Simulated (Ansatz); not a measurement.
Start from C in the diamond structure (space group Fd-3m, No. 227; a = 3.560 Å).

Level of theory: Ansatz (a program for electronic structure) r2SCAN, scalar-relativistic without spin-orbit coupling, earlier PAW set.

One change was made to it. Results:

The shortest interatomic distance rises by 0.9047 Å to 2.446 Å; the density goes up by 3.53 g/cm³, from 3.54 g/cm³ to 7.07 g/cm³; the band gap goes from 4.36 eV to zero.

Name the change that was made.
A) C → Mo
B) C → Ru
C) C → B

A, C → Mo. For comparison, the shortest interatomic distance in the other runs: C → Ru gives 2.345 Å; C → B gives 1.755 Å.

Stability against distortions was not tested. As relaxed here, Mo, Ru and B are hypothetical phases, not in the database extracts checked. All final runs are without spin polarisation.
